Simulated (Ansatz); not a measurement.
Fermi-surface data of CuZn (Pm-3m)

Data:

```xyz
2
Lattice="2.9087 0.0000 0.0000 0.0000 2.9087 0.0000 0.0000 0.0000 2.9087" Properties=species:S:1:pos:R:3 pbc="T T T"
Zn     1.4543     1.4543     1.4543
Cu     0.0000     0.0000     0.0000
```

Level of theory: PBEsol, rigid bands (plane waves, PAW, scalar-relativistic; Ansatz, an electronic-structure program). How the cell was made: cell and atoms relaxed with PBEsol.

- density of states at the Fermi level = 0.488 states/(eV·cell), both spins
- bare Sommerfeld coefficient = 0.57 mJ/(mol of atoms·K²)
- Drude plasma energy = 9.7 eV
- root-mean-square Fermi velocity = 1.4e6 m/s
- resistivity times τ = 5.2 ×10⁻²² Ω·m·s

A metal at this level (no band gap); rigid bands, thermally averaged at 300 K, both spins. Spin-orbit coupling is left out. τ is one relaxation time for all states.
